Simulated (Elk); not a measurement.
## Worked example: self-consistent single point of ScGa5Fe (P4/mmm, 7 atoms in the cell) in Elk

Method of the run: PBEsol, all-electron FP-LAPW, Elk's shipped species files, APW+lo basis with extra local orbitals run with Elk 10.2.4.

Input as run:

```
tasks
  0

xctype
  22

rgkmax
  7.5

gmaxvr
  16.0

nxlo
  2

lorbcnd
  .true.

lmaxi
  2

stype
  0

swidth
  0.00734986

avec
    7.7808679496    0.0000000000    0.0000000000
    0.0000000000    7.7808679496    0.0000000000
    0.0000000000    0.0000000000   12.4811553935

sppath
  'species/'

atoms
  3   : nspecies
  'Sc.in'   : spfname
  1   : natoms; atposl, bfcmt below
  0.0000000000  0.0000000000  0.0000000000    0.0 0.0 0.0
  'Ga.in'   : spfname
  5   : natoms; atposl, bfcmt below
  0.0000000000  0.5000000000  0.3060400000    0.0 0.0 0.0
  0.0000000000  0.5000000000  0.6939600000    0.0 0.0 0.0
  0.5000000000  0.0000000000  0.3060400000    0.0 0.0 0.0
  0.5000000000  0.0000000000  0.6939600000    0.0 0.0 0.0
  0.5000000000  0.5000000000  0.0000000000    0.0 0.0 0.0
  'Fe.in'   : spfname
  1   : natoms; atposl, bfcmt below
  0.0000000000  0.0000000000  0.5000000000    0.0 0.0 0.0

ngridk
  5 5 3
```

Output (repeated stretches shortened):

```
│ Elk code version 10.2.4 │

All units are atomic (Hartree, Bohr, etc.)

│ Ground-state run starting from atomic densities │

Lattice vectors :
   7.780867950       0.000000000       0.000000000
   0.000000000       7.780867950       0.000000000
   0.000000000       0.000000000       12.48115539

Unit cell volume      :    755.6329372
Brillouin zone volume :   0.3282681329

Muffin-tin inner radius fraction :   0.1000000000E-01

Nuclei treated as point charges

Species :    1 (Sc)
 parameters loaded from : Sc.in
 name : scandium
 nuclear charge    :   -21.00000000
 electronic charge :    21.00000000
 atomic mass :    81949.61066
 muffin-tin radius :    2.400000000
 number of radial points in muffin-tin :    497
 atomic positions (lattice), magnetic fields (Cartesian) :
   1 :   0.00000000  0.00000000  0.00000000    0.00000000  0.00000000  0.00000000

Species :    2 (Ga)
 parameters loaded from : Ga.in
 name : gallium
 nuclear charge    :   -31.00000000
 electronic charge :    31.00000000
 atomic mass :    127097.2538
 muffin-tin radius :    2.266067794
 number of radial points in muffin-tin :    497
 atomic positions (lattice), magnetic fields (Cartesian) :
   1 :   0.00000000  0.50000000  0.30604000    0.00000000  0.00000000  0.00000000
   2 :   0.00000000  0.50000000 -0.30604000    0.00000000  0.00000000  0.00000000
   3 :   0.50000000  0.00000000  0.30604000    0.00000000  0.00000000  0.00000000
   4 :   0.50000000  0.00000000 -0.30604000    0.00000000  0.00000000  0.00000000
   5 :   0.50000000  0.50000000  0.00000000    0.00000000  0.00000000  0.00000000

Species :    3 (Fe)
 parameters loaded from : Fe.in
 name : iron
 nuclear charge    :   -26.00000000
 electronic charge :    26.00000000
 atomic mass :    101799.2074
 muffin-tin radius :    2.266067794
 number of radial points in muffin-tin :    497
 atomic positions (lattice), magnetic fields (Cartesian) :
   [... lines left out ...]
Maximum |G| for potential and density :    16.00000000
 potential will be trimmed for |G| > 2 gkmax
Constant for pseudocharge density :   10
Radial integration step length :    4

G-vector grid sizes :     40    40    64
Number of G-vectors :    52339

Maximum angular momentum used for
 APW functions                      :    8
 outer part of muffin-tin           :    6
 inner part of muffin-tin           :    2

Total nuclear charge    :   -202.0000000
Total core charge       :    110.0000000
Total valence charge    :    92.00000000
Total excess charge     :    0.000000000
Total electronic charge :    202.0000000

Effective Wigner radius, rₛ :   0.9629941165

Number of empty states         :   28
Total number of valence states :   74
Total number of core states    :  110

Conduction state local-orbitals added automatically
Total number of local-orbitals :  556

Exchange-correlation functional :     22     0     0
 PBEsol, Phys. Rev. Lett. 100, 136406 (2008)
 gradient requirement :    1
 generalised gradient approximation (GGA)

Smearing type :    0
 Gaussian
Smearing width :   0.7349860000E-02
Effective electronic temperature (K) :    2320.902224

Mixing type :    3
 Broyden mixing, J. Phys. A: Math. Gen. 17, L317 (1984)

Kohn-Sham potential initialised from atomic data
│ Self-consistent loop started │
│ Loop number : 1 │
 total energy                :     -11776.9470309
│ Loop number : 2 │
 total energy                :     -11774.2888706
RMS change in Kohn-Sham potential (target) :   0.5793021282     (  0.1000000000E-05)
Absolute change in total energy (target)   :    2.658160322     (  0.1000000000E-03)
│ Loop number : 3 │
 total energy                :     -11772.0014371
RMS change in Kohn-Sham potential (target) :   0.4782124757     (  0.1000000000E-05)
Absolute change in total energy (target)   :    2.951973531     (  0.1000000000E-03)
│ Loop number : 4 │
 total energy                :     -11767.6291501
RMS change in Kohn-Sham potential (target) :   0.3964286582     (  0.1000000000E-05)
Absolute change in total energy (target)   :    5.110280422     (  0.1000000000E-03)
│ Loop number : 5 │
 total energy                :     -11762.8269519
RMS change in Kohn-Sham potential (target) :   0.2965420069     (  0.1000000000E-05)
Absolute change in total energy (target)   :    6.079768305     (  0.1000000000E-03)
   [... lines left out ...]
Absolute change in total energy (target)   :   0.1706309311E-02 (  0.1000000000E-03)
│ Loop number : 16 │
 total energy                :     -11748.6265754
RMS change in Kohn-Sham potential (target) :   0.7240450846E-05 (  0.1000000000E-05)
Absolute change in total energy (target)   :   0.2432875353E-03 (  0.1000000000E-03)
│ Loop number : 17 │
 total energy                :     -11748.6264973
RMS change in Kohn-Sham potential (target) :   0.6471492330E-05 (  0.1000000000E-05)
Absolute change in total energy (target)   :   0.1729759424E-04 (  0.1000000000E-03)
│ Loop number : 18 │
 total energy                :     -11748.6266614
RMS change in Kohn-Sham potential (target) :   0.5262970282E-06 (  0.1000000000E-05)
Absolute change in total energy (target)   :   0.1597383834E-03 (  0.1000000000E-03)
│ Loop number : 19 │
 total energy                :     -11748.6266395
RMS change in Kohn-Sham potential (target) :   0.1853108921E-06 (  0.1000000000E-05)
Absolute change in total energy (target)   :   0.1810567301E-04 (  0.1000000000E-03)
Convergence targets achieved

│ Loop number : 20 │

Energies :
 Fermi                       :     0.281432019483
 sum of eigenvalues          :     -6744.21987086
 electron kinetic            :      11962.7075708
 core electron kinetic       :      11094.0694768
 Coulomb                     :     -23246.9557295
 Coulomb potential           :     -18098.4459096
 nuclear-nuclear             :     -1420.94534190
 electron-nuclear            :     -25553.5748655
 Hartree                     :      3727.56447794
 Madelung                    :     -14197.7327747
 xc potential                :     -608.481531992
 exchange                    :     -453.447452783
 correlation                 :     -10.9310329120
 total energy                :     -11748.6266444

Density of states at Fermi energy :    77.96873098
 (states/Hartree/unit cell)

Estimated indirect band gap :   0.3602555160E-02
 from k-point      6 to k-point      8
Estimated direct band gap   :   0.4201288171E-02
 at k-point      8

Charges :
 core                        :    110.0000000
 valence                     :    92.00000000
 interstitial                :    10.49506701
 muffin-tins (core leakage)
  species :    1 (Sc)
   atom    1                 :    19.22594330     (  0.3354633904E-08)
  species :    2 (Ga)
   atom    1                 :    29.46193414     (  0.1544995714E-02)
   atom    2                 :    29.46193414     (  0.1544995714E-02)
   atom    3                 :    29.46193414     (  0.1544995714E-02)
   atom    4                 :    29.46193414     (  0.1544995714E-02)
   atom    5                 :    29.40377767     (  0.1532511438E-02)
  species :    3 (Fe)
   atom    1                 :    25.02747545     (  0.2774669383E-11)
 total in muffin-tins        :    191.5049330
 total calculated charge     :    201.9734425
 total charge                :    202.0000000
 error                       :   0.2655746638E-01

│ Self-consistent loop stopped │
```

The run converged in 20 iterations. The count includes the last loop, which Elk runs after its targets are met.

The starting cell comes from a database of computed structures (which also holds hypothetical and non-ambient phases and stackings), without a prior relaxation at this level. Its lattice was rescaled by a random factor within 2.5 % of one. Spin polarisation is off. Values depend on the basis (sphere radii, cutoffs, local orbitals), which need not be converged. The log's line on a gap gives a spacing of levels on this mesh, which the program prints for metals too.

Cost on one core of a shared machine: roughly 70 s.
